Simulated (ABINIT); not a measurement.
# Worked example: self-consistent single point of Fe8N (I4/mmm, 9 atoms in the cell) in ABINIT

Method of the run: PBEsol, PAW (JTH v2.0 PBE PAW, files made for PBE) (plane waves; ABINIT).

Input:

```
# Fe8N, JTH v2.0 PBE PAW
pp_dirpath "./"
pseudos "Fe.GGA_PBE-JTH.xml, N.GGA_PBE-JTH.xml"
acell 3*1.0 Angstrom
rprim
        -2.8992860000    2.8992860000    3.1418030000
         2.8992860000   -2.8992860000    3.1418030000
         2.8992860000    2.8992860000   -3.1418030000
natom 9
ntypat 2
znucl 26 7
typat 1 1 1 1 1 1 1 1 2
xred
         0.2500000000    0.7500000000    0.5000000000
         0.7500000000    0.2500000000    0.5000000000
         0.2986100000    0.2986100000    0.0000000000
         0.7013900000    0.7013900000    0.0000000000
         0.2410700000    0.2410700000    0.4821400000
         0.7589300000    0.7589300000    0.5178600000
         0.2410700000    0.7589300000    0.0000000000
         0.7589300000    0.2410700000    0.0000000000
         0.0000000000    0.0000000000    0.0000000000
ecut 816 eV
pawecutdg 1633 eV
ixc -116133
nsppol 2
spinat
      0 0 4
      0 0 4
      0 0 4
      0 0 4
      0 0 4
      0 0 4
      0 0 4
      0 0 4
      0 0 0
occopt 3
tsmear 0.1 eV
nband 102
kptopt 1
ngkpt 4 4 4
nshiftk 1
shiftk 0 0 0
nstep 60
toldfe 1.0e-09
prtwf 0
prtden 0
prtvol 1
enunit 1
```

Output, abridged:

```
 Symmetries : space group I4/m m m (#139); Bravais tI (body-center tetrag.)

 -outvars: echo values of preprocessed input variables --------
            acell      1.8897261329E+00  1.8897261329E+00  1.8897261329E+00 Bohr
             ecut      2.99874495E+01 Hartree
           enunit           1
              ixc     -116133
         kptrlatt        4    0    0      0    4    0      0    0    4
          kptrlen      3.90457075E+01
            natom           9
            nband         102
            ngfft          50      50      50
          ngfftdg          72      72      72
             nkpt          13
           nspden           2
           nsppol           2
            nstep          60
             nsym          16
           ntypat           2
           occopt           3
        pawecutdg      6.00116484E+01 Hartree
            rprim     -2.8992860000E+00  2.8992860000E+00  3.1418030000E+00
                       2.8992860000E+00 -2.8992860000E+00  3.1418030000E+00
                       2.8992860000E+00  2.8992860000E+00 -3.1418030000E+00
          spgroup         139
           spinat      0.0000000000E+00  0.0000000000E+00  4.0000000000E+00
                       0.0000000000E+00  0.0000000000E+00  4.0000000000E+00
                       0.0000000000E+00  0.0000000000E+00  4.0000000000E+00
                       0.0000000000E+00  0.0000000000E+00  4.0000000000E+00
                       0.0000000000E+00  0.0000000000E+00  4.0000000000E+00
                       0.0000000000E+00  0.0000000000E+00  4.0000000000E+00
                       0.0000000000E+00  0.0000000000E+00  4.0000000000E+00
                       0.0000000000E+00  0.0000000000E+00  4.0000000000E+00
                       0.0000000000E+00  0.0000000000E+00  0.0000000000E+00
           toldfe      1.00000000E-09 Hartree
           tsmear      3.67493254E-03 Hartree
            typat      1  1  1  1  1  1  1  1  2
   [... lines left out ...]
                       7.5893000000E-01  2.4107000000E-01  0.0000000000E+00
                       0.0000000000E+00  0.0000000000E+00  0.0000000000E+00
            znucl       26.00000    7.00000

== DATASET  1 ==================================================================

 Real(R)+Recip(G) space primitive vectors, cartesian coordinates (Bohr,Bohr^-1):
 R(1)= -5.4788565  5.4788565  5.9371472  G(1)=  0.0000000  0.0912599  0.0842155
 R(2)=  5.4788565 -5.4788565  5.9371472  G(2)=  0.0912599  0.0000000  0.0842155
 R(3)=  5.4788565  5.4788565 -5.9371472  G(3)=  0.0912599  0.0912599  0.0000000
 Unit cell volume ucvol=  7.1288203E+02 bohr^3
 Angles (23,13,12)=  1.11711798E+02  1.11711798E+02  1.05077412E+02 degrees

 Coarse grid specifications (used for wave-functions):

 getcut: wavevector=  0.0000  0.0000  0.0000  ngfft=  50  50  50
         ecut(hartree)=     29.987   => boxcut(ratio)=   2.07833

 Fine grid specifications (used for densities):

 getcut: wavevector=  0.0000  0.0000  0.0000  ngfft=  72  72  72
         ecut(hartree)=     60.012   => boxcut(ratio)=   2.11548

   3.34805402E+04                                ecore*ucvol(ha*bohr**3)

_setup2: Arith. and geom. avg. npw (full set) are    5591.359    5591.344
--- !BeginCycle
solver: {iscf: 17, nstep: 60, nline: 4, wfoptalg: 10, }
tolerances: {toldfe: 1.00E-09, }
...

     iter   Etot(hartree)     deltaE(h) residm    nres2    magn
 ETOT  1  -941.46295838439    -9.41E+02 1.76E+00 9.63E+03 36.67
 ETOT  2  -1036.5250151707    -9.51E+01 1.41E+00 2.13E+04 11.00
 ETOT  3  -1009.9066884343     2.66E+01 1.08E+00 4.97E+03 19.55
 ETOT  4  -1006.3780477048     3.53E+00 3.88E-01 2.33E+03 18.41
 ETOT  5  -1006.3079624628     7.01E-02 1.04E-01 2.33E+03 18.28
 ETOT  6  -1005.3098090054     9.98E-01 4.02E-02 6.71E+02 19.89
   [... 19 lines left out ...]
 ETOT 26  -1004.8613914771    -2.46E-08 1.18E-04 2.00E-05 19.64
 ETOT 27  -1004.8613914745     2.62E-09 6.41E-05 2.80E-06 19.64
 ETOT 28  -1004.8613914760    -1.45E-09 1.13E-04 1.23E-06 19.64
 ETOT 29  -1004.8613914766    -5.87E-10 6.14E-05 4.69E-07 19.64
 ETOT 30  -1004.8613914765     4.33E-11 1.08E-04 3.70E-07 19.64
 At SCF step   30, etot is converged :
  for the second time, diff in etot=  4.331E-11 < toldfe=  1.000E-09

 Cartesian components of stress tensor (hartree/bohr^3)
  sigma(1 1)=  6.00693480E-04  sigma(3 2)=  0.00000000E+00
  sigma(2 2)=  6.00693480E-04  sigma(3 1)=  0.00000000E+00
  sigma(3 3)=  6.10307297E-04  sigma(2 1)=  0.00000000E+00

 Integrated electronic and magnetization densities in atomic spheres:
 Radius=ratsph(iatom), smearing ratsm=  0.0000. Diff(up-dn)=approximate z local magnetic moment.
 Atom    Radius    up_density   dn_density  Total(up+dn)  Diff(up-dn)
    1   2.11532     8.569223     5.691171     14.260394     2.878052
    2   2.11532     8.569223     5.691171     14.260394     2.878052
    3   2.11532     8.323667     6.097858     14.421525     2.225810
    4   2.11532     8.323667     6.097858     14.421525     2.225810
    5   2.11532     8.393980     5.959664     14.353644     2.434316
    6   2.11532     8.393980     5.959664     14.353644     2.434316
    7   2.11532     8.393980     5.959664     14.353644     2.434316
    8   2.11532     8.393980     5.959664     14.353644     2.434316
    9   1.20497     1.251913     1.289720      2.541633    -0.037808
  Sum:             68.613613    48.706432    117.320045    19.907181
 Total magnetization (from the atomic spheres):            19.907181
 Total magnetization (exact up - dn):                      19.639402

 ----iterations are completed or convergence reached----

 reduced coordinates (array xred) for    9 atoms
       0.250000000000      0.750000000000      0.500000000000
       0.750000000000      0.250000000000      0.500000000000
       0.298610000000      0.298610000000      0.000000000000
       0.701390000000      0.701390000000      0.000000000000
       0.241070000000      0.241070000000      0.482140000000
       0.758930000000      0.758930000000      0.517860000000
       0.241070000000      0.758930000000      0.000000000000
       0.758930000000      0.241070000000      0.000000000000
       0.000000000000      0.000000000000      0.000000000000
 cartesian forces (eV/Angstrom) at end:
   [... lines left out ...]
 Fermi (or HOMO) energy (eV) =   8.30524   Average Vxc (eV)= -12.45990
   [... lines left out ...]
   [... 10 lines left out ...]
 prteigrs : prtvol=0 or 1, do not print more k-points.

 Eigenvalues (   eV  ) for nkpt=  13  k points, SPIN DOWN:
 kpt#   1, nband=102, wtk=  0.01563, kpt=  0.0000  0.0000  0.0000 (reduced coord)
 -77.18386  -77.16680  -76.93705  -76.93257  -76.93257  -76.92881  -76.61138  -76.61035
 -43.80498  -43.64405  -43.46320  -43.46320  -43.34396  -43.32773  -43.32773  -43.32453
 -43.18586  -43.18586  -43.16249  -43.11219  -43.10936  -43.10936  -43.08941  -43.08941
   [... 10 lines left out ...]
 prteigrs : prtvol=0 or 1, do not print more k-points.

--- !EnergyTerms
comment             : Components of total free energy in Hartree
kinetic             :  1.03197873745515E+02
hartree             :  2.05315508778459E+02
xc                  : -2.96558276915219E+01
Ewald energy        : -6.79838776869614E+02
psp_core            :  4.69650502543603E+01
local_psp           : -5.61763434271472E+02
spherical_terms     : -8.90738223296376E+01
internal            : -1.00485342838391E+03
'-kT*entropy'       : -7.96357128775537E-03
total_energy        : -1.00486139195520E+03
total_energy_eV     : -2.73436690625868E+04
...

-Cartesian components of stress tensor (GPa)         [Pressure= -1.7767E+01 GPa]
- sigma(1 1)=  1.76730094E+01  sigma(3 2)=  0.00000000E+00
- sigma(2 2)=  1.76730094E+01  sigma(3 1)=  0.00000000E+00
- sigma(3 3)=  1.79558576E+01  sigma(2 1)=  0.00000000E+00

 Calculation completed.
```

The run converged in 30 iterations.

The starting cell comes from a database of computed structures (which also holds hypothetical and non-ambient phases and stackings), without a prior relaxation at this level. Its lattice was rescaled by a random factor within 2.5 % of one. The magnetic order is the one reached from the typed start; others were not searched systematically. The potentials were made for another functional than the one used. With a pressure of about -18 GPa the cell is away from its equilibrium volume at this level.

These are the values that this program gave, and no reference: the one-centre exchange-correlation terms come from a truncated expansion.

Cost on one core of a shared machine: roughly 30 min.
